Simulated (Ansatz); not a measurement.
TiC under load (space group Fm-3m): band-structure transport figures

Here is the system:

```
TiC
1.0
    0.00000     2.12166     2.12166
    2.12166     0.00000     2.12166
    2.12166     2.12166     0.00000
Ti C
1 1
Direct
  0.00000   0.00000   0.00000
  0.50000   0.50000   0.50000
```

Level of theory: PBEsol, rigid bands (plane waves, PAW, scalar-relativistic; Ansatz, a first-principles code). Condition of this run: hydrostatic pressure 10 GPa (the target of the relaxation). Geometry: cell and atoms relaxed with PBEsol, then loaded as said.

density of states at the Fermi level: 0.280 states/(eV·cell), both spins
bare Sommerfeld coefficient: 0.33 mJ/(mol of atoms·K²)
Drude plasma energy: 3.7 eV
root-mean-square Fermi velocity: 5.9e5 m/s
resistivity times τ: 37 ×10⁻²² Ω·m·s

A metal at this level (no band gap); rigid bands, thermally averaged at 300 K, both spins. Spin-orbit coupling is left out. τ is one relaxation time for all states.
